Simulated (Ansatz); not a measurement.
## Variants of one calculation on CsSiI3 (R3m, 5 atoms in the cell)

```xyz
5
Lattice="4.2262 2.4400 3.6771 -4.2262 2.4400 3.6771 0.0000 -4.8800 3.6771" Properties=species:S:1:pos:R:3 pbc="T T T"
Cs     0.0000     0.0000     0.0111
Si     0.0000     0.0000     5.1038
I      0.0000     2.3057     3.7990
I     -1.9968    -1.1529     3.7990
I      1.9968    -1.1529     3.7990
```

Base run A: PBE0, default PAW files made with PBE (Ansatz, an electronic-structure program), self-consistent single point.

Its settings: basis.ecutwfc = 30.9 Ry; kpoints.mp_grid.grid = 3 3 3; hamiltonian.xc = pbe0; hamiltonian.pseudopotentials = {kind: paw} (the program's default PAW files); scf.occupations.method = fixed.

The starting cell comes from a database of computed structures (which also holds hypothetical and non-ambient phases and stackings), without a prior relaxation at this level. Its lattice was rescaled by a random factor within 2.5 % of one. Spin-orbit coupling is off. Ansatz's pressure includes its estimate of the finite-basis (Pulay) stress. Another mesh or the band path of this cell gives a smaller gap, so this value is not converged in the mesh.

ΔF is the free energy per atom less that of run A. A dash stands where there is no value to compare (another energy zero or no entropy term, no result, no spin, no clean gap, or a mesh too coarse for one). Absolute energies have different zeros for different potentials, functionals, Hubbard and dispersion terms and are not compared across them.

Runs:
- B: hamiltonian.xc: pbe0 → pbesol [PBEsol]
- C: hamiltonian.xc: pbe0 → hse06 [HSE06]
- D: scf.convergence.dr2_threshold: default (1e-07 eV) → 1e-06 eV
- E: scf.mixing.preconditioner: default (the program chose none) → kerker; scf.mixing.q_tf: default → 0.5
- F: scf.eigensolver.kind: default (the program chose davidson) → davidson
- G: scf.exx.singularity: default → gygi_baldereschi
- H: scf.mixing.algorithm: default (the program chose MSR1) → broyden; scf.mixing.beta: default → 0.2

| run | ΔF (meV/atom) | pressure (GPa) | largest force (eV/Å) | gap on the mesh (eV) |
|---|---|---|---|---|
| A | 0.00 | -0.43 | 0.089 | 3.971 |
| B | – | -1.12 | 0.286 | 2.615 |
| C | – | -0.41 | 0.110 | 3.310 |
| D | 0.00 | -0.43 | 0.089 | 3.971 |
| E | 0.00 | -0.43 | 0.089 | 3.971 |
| F | 0.00 | -0.43 | 0.089 | 3.971 |
| G | – | -0.48 | 0.098 | 4.002 |
| H | 0.00 | -0.43 | 0.089 | 3.971 |

Run B against A: The pressure goes from -0.43 to -1.12 GPa, the largest force goes from 0.089 to 0.286 eV/Å and the gap on the mesh goes from 3.971 to 2.615 eV.

Run D against A: The free energy is nearly the same (within 1 meV/atom), the pressure stays at -0.43 GPa, the largest force stays at 0.089 eV/Å and the gap on the mesh stays at 3.971 eV.

Run G against A: The pressure moves little (-0.43 to -0.48 GPa), the largest force goes from 0.089 to 0.098 eV/Å and the gap on the mesh goes from 3.971 to 4.002 eV.

Keys are those of Ansatz 0.2.
